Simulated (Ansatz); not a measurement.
**Ga2O3: pressure 30 GPa**

The parent structure is Ga2O3 in the corundum structure (space group R-3c, No. 167; a = 5.058 Å, c = 13.623 Å (hexagonal axes)).

Now apply this change: a hydrostatic pressure of 30 GPa.

Level of theory: PBE (Ansatz, a first-principles code, PAW, no spin-orbit coupling). Γ-centred 8×8×8 mesh, Fermi–Dirac width 0.05 eV.

| quantity | base | changed | shift |
|---|---|---|---|
| volume per atom | 10.06 Å³ | 8.95 Å³ | -1.11 Å³ |
| density | 6.19 g/cm³ | 6.95 g/cm³ | +0.765 g/cm³ |
| c/a ratio | 2.694 | 2.651 | -0.0422 |
| shortest interatomic distance | 1.952 Å | 1.879 Å | -0.073 Å |
| enthalpy H = E + PV relative to the base's energy | – | +1.77 eV/atom | – |
| band gap | 2.40 eV | 3.63 eV | +1.23 eV |
| gap character | indirect, Γ–S₀ (50 % along) → Γ | indirect, Γ–S₀ (50 % along) → Γ | – |
| smallest direct gap | 2.63 eV | 3.92 eV | +1.284 eV |
| width of the top valence band | 0.43 eV | 0.50 eV | +0.063 eV |

Load acts through the strain it causes; cell and atoms are relaxed under it. Whether these cells are dynamically stable was not tested. No other phases were tried under pressure.
